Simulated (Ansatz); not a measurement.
Levels about the gap of amorphous Si$_{24}$O$_{48}$H$_{2}$ (74 atoms in a cell of 1163 Å³, 2.06 g/cm³; zone centre alone, so wide bands show as single levels with stretches between that a denser mesh fills), at the geometry that PBE relaxed, where it gives 0.0 GPa on a denser mesh. The participation number counts the atoms over which a state spreads; weights are charges in smoothed Voronoi cells. The levels come from a single point, so bond lengths are those of that geometry. Method of the levels: PBE, scalar-relativistic without spin-orbit coupling (Ansatz, a first-principles code). Sampling: the zone centre alone; Fermi-Dirac width 0.02 eV; no spin polarisation. The usual formal charges leave 2 electrons over, so the level spacing at the Fermi energy parts defect or band states and needn't be the band gap. At PBE the levels at the filled edge of the gap are localised (band-tail or defect states), and the nearest spread-out levels lie 5.4 eV apart at the zone centre.

A CHGNet melt-quench gave the starting glass, which DFT then relaxed. O atoms were pushed apart under 1.9 Å during the dynamics, to hinder bonds among them. The hot cell started wider than the set density and was brought back towards it in steps. It is the lowest in DFT energy of 2 quenches. It is a model cell: composition and starting density were chosen by hand, and all elements were melted together. No dispersion term was used. Its density started from a set value of 2.01 and ended at 2.06 g/cm³. The quench (nominally 780 K/ps over its main leg) was far faster than any real one, so the model tends to hold more defects than a real film. Values belong to this one cell and scatter from quench to quench. The volume was free in the relaxation, at fixed shape. Stress components on the final sampling reach 1.1 GPa.

```json
[
 {"E - E(highest filled), eV": "-1.75", "filling": "filled", "participation number": "15.5", "largest on": "O, 2 neighbours", "weight O": "0.96", "weight Si": "0.04", "weight H": "0.00"},
 {"E - E(highest filled), eV": "-1.70", "filling": "filled", "participation number": "21.3", "largest on": "O, 2 neighbours", "weight O": "0.96", "weight Si": "0.04", "weight H": "0.00"},
 {"E - E(highest filled), eV": "-1.68", "filling": "filled", "participation number": "20.3", "largest on": "O, 2 neighbours", "weight O": "0.96", "weight Si": "0.04", "weight H": "0.00"},
 {"E - E(highest filled), eV": "-1.66", "filling": "filled", "participation number": "17.0", "largest on": "O, 2 neighbours", "weight O": "0.96", "weight Si": "0.04", "weight H": "0.00"},
 {"E - E(highest filled), eV": "-1.44", "filling": "filled", "participation number": "3.2", "largest on": "O, 2 neighbours", "weight O": "0.91", "weight Si": "0.03", "weight H": "0.06"},
 {"E - E(highest filled), eV": "-1.21", "filling": "filled", "participation number": "3.7", "largest on": "O, 2 neighbours", "weight O": "0.97", "weight Si": "0.03", "weight H": "0.00"},
 {"E - E(highest filled), eV": "0.00", "filling": "filled", "participation number": "2.1", "largest on": "Si, 2 neighbours", "weight O": "0.30", "weight Si": "0.69", "weight H": "0.00"},
 {"E - E(highest filled), eV": "3.77", "filling": "empty", "participation number": "14.0", "largest on": "Si, 2 neighbours", "weight O": "0.53", "weight Si": "0.44", "weight H": "0.03"},
 {"E - E(highest filled), eV": "3.78", "filling": "empty", "participation number": "5.7", "largest on": "Si, 2 neighbours", "weight O": "0.46", "weight Si": "0.53", "weight H": "0.01"},
 {"E - E(highest filled), eV": "5.10", "filling": "empty", "participation number": "21.4", "largest on": "Si, 4 neighbours", "weight O": "0.56", "weight Si": "0.41", "weight H": "0.03"},
 {"E - E(highest filled), eV": "5.26", "filling": "empty", "participation number": "35.8", "largest on": "Si, 4 neighbours", "weight O": "0.65", "weight Si": "0.33", "weight H": "0.02"},
 {"E - E(highest filled), eV": "5.33", "filling": "empty", "participation number": "45.6", "largest on": "O, 2 neighbours", "weight O": "0.61", "weight Si": "0.36", "weight H": "0.03"},
 {"E - E(highest filled), eV": "5.50", "filling": "empty", "participation number": "41.6", "largest on": "Si, 4 neighbours", "weight O": "0.66", "weight Si": "0.31", "weight H": "0.03"},
 {"E - E(highest filled), eV": "5.61", "filling": "empty", "participation number": "42.2", "largest on": "Si, 2 neighbours", "weight O": "0.67", "weight Si": "0.33", "weight H": "0.01"}
]
```

Most localised among these is the filled level at +0.00 eV, on a Si atom, which has 2 neighbours (O 1.68 Å, O 1.69 Å).
